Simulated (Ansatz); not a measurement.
# Defect calculation: Gd_Al in wurtzite AlN

These are PBE, PAW (plane waves to 420 eV; Ansatz, a quantum-chemistry and plane-wave program) values and carry that method's errors. The supercell holds 96 host sites (3×2×2 repeats of the unit cell), with a 2×2×2 shifted k-point sampling for the final energies. Site at the start: the Al site. Energies of charged states are corrected for periodic images (point charge plus alignment at distant sites). Dielectric constants: PBE linear response of the host. Host gap at this level: 4.03 eV. These values are not converged in cell size to better than tenths of an eV. PBE underestimates the host's gap, which shifts levels and can delocalise carriers. Spin–orbit coupling is left out, and no Hubbard U is applied to the open shells. Each state is the lowest found from its start.

Formation energies E_f are given with the Fermi level at the valence-band maximum. Chemical conditions: Al-rich (Δμ(Al) = 0.00 eV, Δμ(Gd) = -1.59 eV, bounded by GdAl2 (Fd-3m); only phases computed here count, gases as isolated molecules at 0 K); N-rich (Δμ(Al) = -2.74 eV, Δμ(Gd) = -3.12 eV, bounded by GdN (Fm-3m); only phases computed here count, gases as isolated molecules at 0 K). Reference phases: Al: fcc Al, Gd: hcp Gd, ferromagnetic.

| charge | moment (μB) | largest move off a lattice site (Å) | image correction with alignment (eV) | E_f, Al-rich (eV) | E_f, N-rich (eV) |
|---|---|---|---|---|---|
| +1† | 8.0 | 0.35 | 0.51 | – | – |
| 0 | 7.0 | 0.32 | 0.00 | 3.37 | 2.16 |
| −1† | 6.0 | 0.34 | -0.11 | – | – |

† Not settled in this cell, so no level is given: charge +1: level within 0.1 eV of a band edge or past it; charge −1: carriers not clearly localised, level within 0.1 eV of a band edge or past it.

Starting moments that weren't kept: charge +1 began with 6 μB and ended with 8.0.

Flagged in the runs: a host whose relaxation on this sampling wasn't shown to rest, a strain field that reaches the edge of the cell.
